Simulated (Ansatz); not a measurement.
Consider Ca(OH)₂ (space group P-3m1, No. 164; layered).

Space group P-3m1 (No. 164); a = b = 3.561 Å, c = 4.768 Å, α = β = 90.00°, γ = 120.00°

```tsv
atom	site	symmetry	x	y	z
Ca	1a	-3m.	0.0000	0.0000	0.0000
H	2d	3m.	0.3333	0.6667	0.4434
O	2d	3m.	0.3333	0.6667	0.2388
```

The values are results of Ansatz (a program for electronic structure) PBEsol, without spin-orbit coupling, not measurements.

Base values:

The band gap is 4.19 eV, the lattice parameter a is 3.561 Å and the gap character comes out as direct at Γ.

It is then changed as follows: a hydrostatic pressure of 100 GPa.

Q: How does this affect the band gap?

A: The band gap shrinks by 0.447 eV, from 4.19 eV to 3.75 eV.

Q: How does this affect the lattice parameter a?

A: The lattice parameter a decreases by 0.660 Å, from 3.561 Å to 2.901 Å.

Q: How does this affect the gap character?

A: The gap character goes from direct at Γ to indirect, L → M.

Load acts through the strain it causes; cell and atoms are relaxed under it. Whether these cells are dynamically stable was not tested. No other phases were tried under pressure. No dispersion term is included in the PBEsol runs.
